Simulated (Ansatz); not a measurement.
System: cubic perovskite SrVO3. Method: r²SCAN+U (Ansatz, a first-principles code, plane waves, PAW).

Settings: plane-wave cutoff 600 eV, 18×18×18 k mesh, Fermi–Dirac smearing 0.04 eV (set by the program), U_eff V 3.25 eV, no spin polarisation, scalar-relativistic PAW data made under PBE.

Computed at the level's own relaxed cell.

Hill averages of the elastic tensor: K = 200.0 GPa, G = 95.8 GPa. Volume 11.271 Å³/atom, mean atomic mass 37.312 u.

Work out the density, the sound velocities of a polycrystal and the elastic Debye temperature, and Pugh's ratio at this level.

ρ = 1.66054 × 37.312/11.271 = 5.497 g/cm³. v_l = √[(K + 4G/3)/ρ] = 7.721 km/s and v_t = √(G/ρ) = 4.175 km/s. The mean follows from 3/v_m³ = 1/v_l³ + 2/v_t³: v_m = 4.659 km/s. Θ_D = (ħ/k_B) v_m (6π²/V)^(1/3) = 76.38 K Å s/km × 4.659 × 1.7385 Å⁻¹ = 619 K, counting all atoms of the cell. K/G = 2.09, to be set beside Pugh's rough bound of 1.75 between brittle and ductile metals.
